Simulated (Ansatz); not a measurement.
A (8,4) carbon nanotube, stretched and compressed along its axis from its relaxed period of 11.304 Å, atoms relaxed at each length.

Level of theory: PBE (plane waves to 420 eV, PAW; Ansatz, a program for electronic structure). Mesh 1×1×6. No spin polarisation. One-dimensional cell, images about 11 Å apart. An idealised model, rolled from the flat sheet. Symmetry and one short period hold its shape; lower forms weren't sought. Buckling under compression is shut out by symmetry and the short period. Energies are free energies at a Fermi–Dirac width of 0.05 eV, from the unstrained cell.

| strain (%) | energy (meV a period) | axial force (nN) | PBE gap (eV) |
|---|---|---|---|
| -3.0 | +2933 | -28.39 | 0.60 |
| -1.5 | +716 | -13.69 | 0.70 |
| 0.0 | 0 | 0.00 | 0.80 |
| +1.5 | +680 | +12.68 | 0.90 |
| +3.0 | +2648 | +24.36 | 1.00 |
| +6.0 | +10033 | +44.79 | 1.20 |

The slope of the force at zero strain is 880 nN.
